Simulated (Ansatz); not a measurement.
Functionals compared on the (211) surface of bcc Mo in its 1x1 cell, outermost plane spacing 1.29 Å in the ideal cut, in Ansatz (plane waves, PAW). The structure was relaxed with PBE; the other rows are single points on it, each with its references at the same level. Cutoff 420 eV (500 eV for r2SCAN).

Slab: 9 atoms, 10.3 Å thick at the start (thin: gaps and levels are the slab's own); k 14x9x1, smearing 0.1 eV, dipole-corrected; all atoms relaxed; start symmetry kept, larger cells not searched; no spin, no spin-orbit, no U. These notes are the PBE run's.

| functional | surface energy (J/m²) | work function of the top face (eV) | rough cost of the single point |
|---|---|---|---|
| PBE | 2.92 | 4.07 | – |
| LDA | 3.34 | 4.38 | around 80 core-seconds (rough) |
| PBEsol | 3.24 | 4.17 | around 90 core-seconds (rough) |
| RPBE | 2.73 | 3.92 | roughly 90 core-seconds |
| r2SCAN | 3.13 | 4.07 | roughly 3 core-minutes |

Ansatz is an electronic-structure program.
